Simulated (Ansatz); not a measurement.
Se interstitial in zinc-blende ZnSe (the name describes the start): one set of geometries, relaxed with PBE, evaluated in Ansatz (PAW, plane waves to 420 eV, 500 eV under r2SCAN) with PBE, r2SCAN.

Cell and caveats: 64-site cell; 2×2×2 shifted k-points; start: void with 4Se nearest; charged states image-corrected; not converged in cell size; flagged in the runs: a strain field that reaches the edge of the cell.

| quantity | PBE | r2SCAN |
|---|---|---|
| host gap (eV) | 1.15 | 1.71 |
| ε(+1/0) above the VBM (eV) | 0.13 | 0.22 |
| largest moment on one atom at charge +1 (μB) | 0.16 | 0.17 |
| neutral formation energy against trigonal Se (eV) | 2.30 | 2.17 |

PBE narrows the gap by 0.56 eV against r2SCAN, the highest level run, and puts the level shown 0.090 eV lower above the valence-band maximum (from the rounded values).

Ansatz is a program for electronic structure.
